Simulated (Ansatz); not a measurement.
The starting structures come from a database of crystals and need not be the phases stable at ambient conditions.

Input:

```yaml
crystal:
  lattice:
    - [4.74978, 0.00000, 0.00000]
    - [0.00000, 5.11724, 0.00000]
    - [0.00000, 0.00000, 8.83457]
  atoms:
    - { symbol: Li, position: [0.00000, 0.50000, 0.00000] }
    - { symbol: Li, position: [0.50000, 0.00000, 0.00000] }
    - { symbol: Li, position: [0.50000, 0.00000, 0.50000] }
    - { symbol: Li, position: [0.00000, 0.50000, 0.50000] }
    - { symbol: Ta, position: [0.44176, 0.44892, 0.25000] }
    - { symbol: Ta, position: [0.55824, 0.55108, 0.75000] }
    - { symbol: Ta, position: [0.94176, 0.05108, 0.75000] }
    - { symbol: Ta, position: [0.05824, 0.94892, 0.25000] }
    - { symbol: O, position: [0.69853, 0.12030, 0.25000] }
    - { symbol: O, position: [0.30147, 0.87970, 0.75000] }
    - { symbol: O, position: [0.19853, 0.37970, 0.75000] }
    - { symbol: O, position: [0.80147, 0.62030, 0.25000] }
    - { symbol: O, position: [0.21101, 0.20684, 0.10592] }
    - { symbol: O, position: [0.78899, 0.79316, 0.89408] }
    - { symbol: O, position: [0.71101, 0.29316, 0.89408] }
    - { symbol: O, position: [0.28899, 0.70684, 0.10592] }
    - { symbol: O, position: [0.28899, 0.70684, 0.39408] }
    - { symbol: O, position: [0.71101, 0.29316, 0.60592] }
    - { symbol: O, position: [0.78899, 0.79316, 0.60592] }
    - { symbol: O, position: [0.21101, 0.20684, 0.39408] }
```

Space group of this cell: Pnma. The cell is taken as given; by PBEsol its mean pressure is -6.8 GPa.

These are PBEsol (plane waves, PAW; Ansatz, an electronic-structure program) values and carry that method's errors.

The current runs along the normal of the first two printed vectors; no spin-orbit coupling. Scaled by the factor s: both lengths across the current (ions clamped). The meshes follow the cell: 8×6×4 and 8×6 across at s = 0.98, 6×6×4 and 6×6 across at s = 1.00, 6×6×4 and 6×6 across at s = 1.02.

```csv
s,mean pressure (GPa),band gap (eV)
0.98,3.2,?
1.00,-6.8,2.46
1.02,-14.8,2.35
```

### Question
Take the slope of the band gap against ln s from the two given rows, extrapolate to s = 0.98, and say what the run there gives.

### Answer
Slope = (2.35 − 2.46) / ln 1.02 = -5.55 eV. The line gives 2.46 + (-5.55) × ln 0.98 = 2.57 eV. The run gives 2.55 eV, 0.02 eV under the line, 20 % of the predicted step.
